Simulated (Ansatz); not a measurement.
GaP under load (space group I-4m2), r2SCAN with spin-orbit coupling, rigid bands in Ansatz (a program for electronic structure). Condition of this run: uniaxial stress along [001] of -4.2 GPa (compression positive) (the target of the relaxation). Band gap 1.57 eV, N_c = 2.29e19 cm⁻³ and N_v = 1.01e19 cm⁻³ at 300 K, conductivity masses along x (a = (0.00, 2.69, 2.83) Å; b = (2.69, 0.00, 2.83) Å; c = (2.69, 2.69, 0.00) Å) of 0.392 mₑ (electrons) and 0.337 mₑ (holes). Take k_BT = 0.02585 eV.

### Question
What built-in voltage has an abrupt junction with N_A = 1e16 and N_D = 1e18 cm⁻³, all dopants ionised?

### Answer
V_bi = E_g/e − (k_BT/e) ln(N_c N_v/(N_A N_D)) = 1.57 − 0.02585 × 10.05 = 1.31 V, for the computed gap.

### Question
Find the intrinsic carrier density and the intrinsic Fermi level.

### Answer
n_i = √(N_c N_v) exp(−E_g/2k_BT) = 1.52e19 × exp(−30.37) = 9.9e5 cm⁻³. The level lies (k_BT/2) ln(N_v/N_c) = -11 meV from mid-gap (positive towards the conduction band). Each 0.1 eV added to the gap lowers n_i by a factor of 6.9.

### Question
What thermal injection velocity √(2k_BT/πm) limits a ballistic channel along the direction named?

### Answer
8.59e6 cm/s for electrons and 9.27e6 cm/s for holes, a ratio of √(m_h/m_e) = 0.927, for dilute carriers.

Rigid bands with the computed gap; masses take one relaxation time for all states. Geometry: cell and atoms relaxed with PBEsol.
